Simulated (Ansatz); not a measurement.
Base system: SnTe in the rock salt structure (space group Fm-3m, No. 225).

```yaml
crystal:
  lattice:
    - [0.00000, 3.18483, 3.18483]
    - [3.18483, 0.00000, 3.18483]
    - [3.18483, 3.18483, 0.00000]
  atoms:
    - { symbol: Te, position: [0.00000, 0.00000, 0.00000] }
    - { symbol: Sn, position: [0.50000, 0.50000, 0.50000] }
```

Cartesian axes are those of the cell as printed.

Level of theory: DFT with r2SCAN, PAW potentials and a 500 eV plane-wave cutoff in Ansatz (an electronic-structure program), scalar-relativistic without spin-orbit coupling.

Perturbation: every lattice vector is stretched by 1.72 %, atoms relaxed at fixed cell.

Question: Predict the stress tensor and what it implies for the stiffness.

Answer: Stress of the strained cell less that of the base (GPa, compression positive):
```
  -2.01    0.00    0.00
   0.00   -2.01    0.00
   0.00    0.00   -2.01
```

Then B = −ΔP/(ΔV/V₀) with ΔV/V₀ = 0.0525 gives secant stiffness values (nonlinear terms included at this strain): B ≈ 38 GPa.

As a check, the harmonic strain energy −½ V₀ Δσ:ε is 10 meV/atom; the computed energy rise is 11 meV/atom.

Whether these cells are dynamically stable was not tested.
